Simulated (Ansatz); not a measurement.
# How the lattice parameter c of BeS (model structure, from the WC type, P-6m2, No. 187) moves with the method

No measured value is used here.

```
level (code)         value (Å)
-------------------  ---------
PBE (Ansatz)             2.924
PBEsol (Ansatz)          2.902
PBE-D3(BJ) (Ansatz)      2.888
r²SCAN (Ansatz)          2.937
```

Ansatz's density-functional and Hartree–Fock values are scalar-relativistic unless marked +SOC, with PAW data made under PBE.

A model structure was made by putting elements into a prototype or built by hand; it is no filed structure, need not be a known phase, and can be a saddle point held by its symmetry.

Ansatz is a program for electronic structure.
